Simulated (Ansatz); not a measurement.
## Ansatz run on TlCuI₃ (P6_3/mmc, 10 atoms in the cell): self-consistent single point

Level of theory: PBE (plane waves, PAW; Ansatz, a program for electronic structure).

The input file:

Ansatz 0.2 input:
```yaml
# TlCuI3
crystal:
  lattice:
    - [7.863169, 0.000000, 0.000000]
    - [-3.931584, 6.809704, 0.000000]
    - [0.000000, 0.000000, 6.717912]
  atoms:
    - { symbol: Tl, position_ang: [-0.000004, 4.539805, 5.038434] }
    - { symbol: Tl, position_ang: [3.931589, 2.269899, 1.679478] }
    - { symbol: Cu, position_ang: [0.000000, 0.000000, 0.000000] }
    - { symbol: Cu, position_ang: [0.000000, 0.000000, 3.358956] }
    - { symbol: I, position_ang: [0.000000, 1.991157, 1.679478] }
    - { symbol: I, position_ang: [2.207192, 5.814125, 1.679478] }
    - { symbol: I, position_ang: [-2.207191, 5.814125, 1.679478] }
    - { symbol: I, position_ang: [3.931585, 4.818547, 5.038434] }
    - { symbol: I, position_ang: [1.724393, 0.995579, 5.038434] }
    - { symbol: I, position_ang: [6.138776, 0.995579, 5.038434] }
kpoints:
  mp_grid: { grid: [3, 3, 3] }
hamiltonian:
  xc: pbe
  pseudopotentials: { kind: paw }
scf:
  occupations: { method: gaussian, width: 0.136 }
output:
  forces: true
  eigenvalues: true
  stress: true
```

Log, with long lists cut:

```
WARN the atoms were moved onto the symmetric positions of the space group found under crystal.symmetry.tolerance 1.0e-5 (fractional …
WARN basis.ecutwfc = 420 eV, the default
WARN ansatz: RAYON_NUM_THREADS=1 ignored (pool sized by the plan → 1); use --threads N
Pseudopotentials: kind: paw
Pseudopotential: Tl, paw, valence charge 13
Pseudopotential: Cu, paw, valence charge 19
Pseudopotential: I, paw, valence charge 17
Crystal: 10 atoms, lattice volume = 359.716 Å³
Basis set: ecut = 420 eV, 7049 PW (Γ), exchange–correlation on 108×108×90 points (8 copies of the dense FFT grid, shifted against one another)
Bands: 100, of which v1, the nominal top of the filled ones, is band 83 counted from 1 (82 counted from 0)
Symmetry: 24 space group operations
Space group: P63/mmc (ITA 194), of the structure as read, at distance tolerance 7.1e-5 Å
k-points: 6 of 27
Initial density: superposition of atomic densities (neutral atoms: chi_scale 0, normalization atom), corrected by the library's trained network
Initial wavefunctions: pseudopotential atomic-orbital guess
Eigensolver: davidson
Functional: x = pbe(κ = 0.804, μ = 0.2195149727645171), c = pbe(β = 0.06672455060314922)
SCF iter   1: F=—  HF=-81217.094828 eV  |F-HF|=—  |Δ(HF+E_count)|=         —  Δρ=3.21e-3  dr2=5.16e-2  ethr=1.77e-3  ⟨swp⟩=8.5  Hψ=2669  notcnv=0  defer=12
all-band conjugate gradients solve this SCF's bands
preconditioner: auto → LDOS
SCF iter   2: F=—  HF=-81217.101180 eV  |F-HF|=—  |Δ(HF+E_count)|=   6.35e-3  Δρ=2.37e-3  dr2=5.56e-2  ethr=3.11e-5  ⟨swp⟩=2.2  Hψ=1180  notcnv=0  defer=24
SCF iter   3: F=—  HF=-81217.089509 eV  |F-HF|=—  |Δ(HF+E_count)|=   1.17e-2  Δρ=1.99e-3  dr2=9.11e-3  ethr=3.11e-5  ⟨swp⟩=2.3  Hψ=1076  notcnv=0  defer=24
SCF iter   4: F=—  HF=-81217.087381 eV  |F-HF|=—  |Δ(HF+E_count)|=   2.13e-3  Δρ=5.95e-4  dr2=1.27e-3  ethr=5.49e-6  ⟨swp⟩=2.2  Hψ=1035  notcnv=0  defer=24
SCF iter   5: F=—  HF=-81217.087521 eV  |F-HF|=—  |Δ(HF+E_count)|=   1.40e-4  Δρ=7.09e-4  dr2=1.25e-3  ethr=7.64e-7  ⟨swp⟩=2.7  Hψ=961  notcnv=0  defer=24
SCF iter   6: F=—  HF=-81217.087335 eV  |F-HF|=—  |Δ(HF+E_count)|=   1.86e-4  Δρ=3.50e-4  dr2=3.10e-4  ethr=7.55e-7  ⟨swp⟩=2.0  Hψ=595  notcnv=0  defer=24
SCF iter   7: F=—  HF=-81217.087308 eV  |F-HF|=—  |Δ(HF+E_count)|=   2.71e-5  Δρ=8.31e-5  dr2=4.05e-5  ethr=1.87e-7  ⟨swp⟩=2.0  Hψ=696  notcnv=0  defer=24
SCF iter   8: F=—  HF=-81217.087402 eV  |F-HF|=—  |Δ(HF+E_count)|=   9.43e-5  Δρ=2.05e-5  dr2=1.06e-6  ethr=2.44e-8  ⟨swp⟩=2.0  Hψ=701  notcnv=0  defer=18
SCF iter   9: F=-81217.087402 eV  HF=-81217.087402 eV  |F-HF|=2.17e-8  |Δ(HF+E_count)|=   1.80e-7  Δρ=3.20e-6  dr2=8.02e-8  ethr=6.02e-11  ⟨swp⟩=13.0  Hψ=3875  notcnv=0
SCF 1 converged in 9 iterations: F = -81217.087402 eV  dr2 = 8.02e-8
SCF converged after 9 iterations
Free energy (F): -81217.087402 eV
Harris-Foulkes:  -81217.087402 eV  (|F-HF|=2.17e-8)
Internal energy: -81217.025049 eV  (E = F + TS)
E sigma→0 (E₀):  -81217.056226 eV
Entropy (-TS):   -0.062353 eV (-6.235 meV/atom)
Fermi energy:    6.394881 eV
--- Per-component energies (eV) ---
  E_band       = -3442.362710
  E_kinetic    = 2400.443434
  E_local      = -31903.418925  (includes V_loc(G=0)·N_el)
  E_nonlocal   = 881.945891
  E_hartree    = 15209.359822
  E_xc         = -1408.926687
  E_vxc        = -1285.997487  (∫ρ·V_xc dr)
  E_paw        = -52554.373101  (= ΣΔE_a)
  E_vpaw       = -3954.031919  (= ΣTr[D̂ρ^β])
  E_aug_tail   = 0.000614  (compensation charges beyond the density's cutoff)
  E_ewald      = -13842.056099
  E_smearing   = -0.062353  (= −TS)
  E_closure    = 0.000000  (closes the sum)
  Σ components = -81217.087402   (vs F -81217.087402, Δ=0.00e0)
--- Forces (eV/Å), atoms counted from 1 ---
  atom   1  Tl     0.00000000    -0.00000000     0.00000000
  atom   2  Tl     0.00000000     0.00000000    -0.00000000
  atom   3  Cu     0.00000000     0.00000000     0.00000000
  atom   4  Cu     0.00000000     0.00000000     0.00000000
  atom   5  I      0.00000008     2.08348269    -0.00000000
  atom   6  I     -1.80434898    -1.04174128     0.00000000
  atom   7  I      1.80434890    -1.04174141     0.00000000
  atom   8  I     -0.00000008    -2.08348269     0.00000000
  atom   9  I      1.80434898     1.04174128    -0.00000000
  atom  10  I     -1.80434890     1.04174141    -0.00000000
  max |Σ_I F_I| component: 6.66e-16 eV/Å
--- Stress (GPa, compression-positive) ---
        3.749629       0.000000       0.000000
       -0.000000       3.749629      -0.000000
        0.000000      -0.000000       4.990189
  P = ⅓ Tr σ = 4.1631 GPa (41.631 kbar)
  The stress holds the Pulay correction. Without it, at fixed plane waves, as pw.x and ABINIT print it: P = 4.1356 GPa
--- Band table (eV; the first three rows and the last of 6) ---
  k-point 0: bands = ["-106.0376", "-106.0375", "-63.5147", "-63.5130", "-63.3838", "-63.3838", "-63.3837", "-63.3837", "-38.3480", "-38.3470", "-38.3424", "-38.3424", "-38.3420", "-38.3420", "-38.3317", "-38.3300", "-38.3292", "-38.3292", [...]
  k-point 1: bands = ["-106.0376", "-106.0375", "-63.5143", "-63.5134", "-63.3838", "-63.3838", "-63.3837", "-63.3837", "-38.3477", "-38.3472", "-38.3423", "-38.3423", "-38.3421", "-38.3421", "-38.3313", "-38.3305", "-38.3291", "-38.3291", [...]
  k-point 2: bands = ["-106.0376", "-106.0375", "-63.5147", "-63.5130", "-63.3838", "-63.3838", "-63.3837", "-63.3837", "-38.3479", "-38.3469", "-38.3424", "-38.3424", "-38.3421", "-38.3420", "-38.3317", "-38.3300", "-38.3292", "-38.3292", [...]
  k-point 5: bands = ["-106.0376", "-106.0375", "-63.5143", "-63.5134", "-63.3838", "-63.3838", "-63.3837", "-63.3837", "-38.3476", "-38.3471", "-38.3424", "-38.3424", "-38.3421", "-38.3421", "-38.3312", "-38.3304", "-38.3291", "-38.3291", [...]
```

The run converged in 9 iterations.

The starting cell was generated: these elements placed on a structure prototype, without a prior relaxation; it need not be a known phase or ordering of this composition. Its lattice was rescaled by a random factor within 2.5 % of one. Spin-orbit coupling is off. Spin polarisation is off. With a pressure of about 4 GPa the cell is away from its equilibrium volume at this level. Forces in this geometry exceed 1 eV/Å. Ansatz's pressure includes its estimate of the finite-basis (Pulay) stress. The run gives no clean gap (levels at the Fermi energy touch, overlap or are partly filled at this smearing), which alone does not show that the compound is a metal.
